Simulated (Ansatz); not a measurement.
We consider Bi2SiO5 (Cmc2₁, No. 36, 16 atoms in the cell; start mp-28144), described by r²SCAN+SOC (Ansatz, a first-principles code, plane waves, PAW).

Numerical settings: plane-wave cutoff 560 eV, 8×8×6 k mesh (along the axes of the cell as run), Fermi–Dirac smearing 0.01 eV, PAW data made under PBE.

Cell (relaxed with PBEsol):

```yaml
crystal:
  lattice:
    - [7.58529, -2.74031, 0.00000]
    - [7.58529, 2.74031, 0.00000]
    - [0.00000, 0.00000, 5.32667]
  atoms:
    - { symbol: Si, position: [0.67886, 0.32114, 0.80035] }
    - { symbol: Si, position: [0.32114, 0.67886, 0.30035] }
    - { symbol: Bi, position: [0.61370, 0.05555, 0.24488] }
    - { symbol: Bi, position: [0.38630, 0.94445, 0.74488] }
    - { symbol: Bi, position: [0.94445, 0.38630, 0.24488] }
    - { symbol: Bi, position: [0.05555, 0.61370, 0.74488] }
    - { symbol: O, position: [0.25968, 0.24126, 0.01521] }
    - { symbol: O, position: [0.74032, 0.75874, 0.51521] }
    - { symbol: O, position: [0.75874, 0.74032, 0.01521] }
    - { symbol: O, position: [0.24126, 0.25968, 0.51521] }
    - { symbol: O, position: [0.73422, 0.08196, 0.82452] }
    - { symbol: O, position: [0.26578, 0.91804, 0.32452] }
    - { symbol: O, position: [0.91804, 0.26578, 0.82452] }
    - { symbol: O, position: [0.08196, 0.73422, 0.32452] }
    - { symbol: O, position: [0.46944, 0.53056, 0.02840] }
    - { symbol: O, position: [0.53056, 0.46944, 0.52840] }
```

**Question.** Give the computed band gap and smallest direct gap on the k points sampled.

**Answer.** 
band gap: 2.89 eV (indirect)
smallest direct gap on the k points sampled: 3.01 eV

Note: cell and atoms aren't relaxed at this level (largest force component 0.30 eV/Å).

Static lattice: no zero-point or thermal effects.

A start named mp-… is a Materials Project structure, which need not be a measured phase.
